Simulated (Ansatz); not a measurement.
**Electron-phonon data for V₃Ru (Fm-3m)**

Here is the system:

```xyz
4
Lattice="0.0000 2.9536 2.9536 2.9536 0.0000 2.9536 2.9536 2.9536 0.0000" Properties=species:S:1:pos:R:3 pbc="T T T"
V      1.4768     1.4768     1.4768
V      4.4303     4.4303     4.4303
V      2.9536     2.9536     2.9536
Ru     0.0000     0.0000     0.0000
```

Level of theory: PBEsol, DFPT electron-phonon coupling, linearised Boltzmann equation (plane waves, PAW, scalar-relativistic; Ansatz, an electronic-structure program). Geometry: relaxed with this functional, without spin-orbit coupling.

```json
{
  "resistivity at 300 K": "7.5 μΩ·cm",
  "electron mean free path at 300 K (weighted by the current that each state carries)": "12.6 nm",
  "electron-phonon coupling λ": "0.23",
  "transport coupling λ_tr": "0.25",
  "logarithmic_mean_phonon_energy": "28 meV",
  "density of states at the Fermi level": "1.03 states/(eV·spin·cell)",
  "drude_plasma_energy": "5.9 eV",
  "Hall coefficient at 300 K": "21 ×10⁻¹¹ m³/C"
}
```

A metal at this level (no band gap). Only scattering by harmonic phonons is included (no impurities, grain boundaries, electron-electron scattering or thermal expansion). Spin-orbit coupling is left out. Halving the electron mesh (24x24x24) moves the resistivity by up to 4 % at 300 K, the mean free path by up to 8 %, the coupling by up to 4 %. Smearing 0.20 eV; phonons on a 4x4x4 q mesh, which this run doesn't test and which matters most at low temperature.

Computed structure, not matched to a measured one here, so possibly hypothetical: V3Ru (Fm-3m). Treated as nonmagnetic (a ferromagnetic start lost its moment, other orders weren't tried): V3Ru (Fm-3m).
